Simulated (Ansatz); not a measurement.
For BP (model structure, started from the GeS type, Pnma, No. 62, 8 atoms in the cell), PBEsol in Ansatz (plane waves, PAW) gives:

```
Quantity               Result
---------------  ------------
bulk modulus          133 GPa
cohesive energy  5.44 eV/atom
band gap              0.59 eV
```

Question: What does r²SCAN (PAW; Ansatz, an electronic-structure program) give for the same quantities?

Answer: 
- bulk modulus: 132 GPa (stays essentially unchanged)
- cohesive energy: 4.97 eV/atom (falls by 0.47 eV/atom)
- band gap: 0.80 eV (grows by 0.21 eV)

Changes are worked out from the printed values.

Unless a cell is named, each level is at its own relaxed cell (PBEsol 13.48, r²SCAN 13.58 Å³/atom).

Density-functional gaps are differences of (generalised) Kohn–Sham levels.

Caveats: the bulk modulus is −V dP/dV from two relaxed cells at ±2 % in volume (PBEsol, r²SCAN). Ansatz's density-functional and Hartree–Fock values are scalar-relativistic unless marked +SOC, with PAW data made under PBE.

A model structure was made by putting elements into a prototype or built by hand; it is no filed structure, need not be a known phase, and can be a saddle point held by its symmetry.
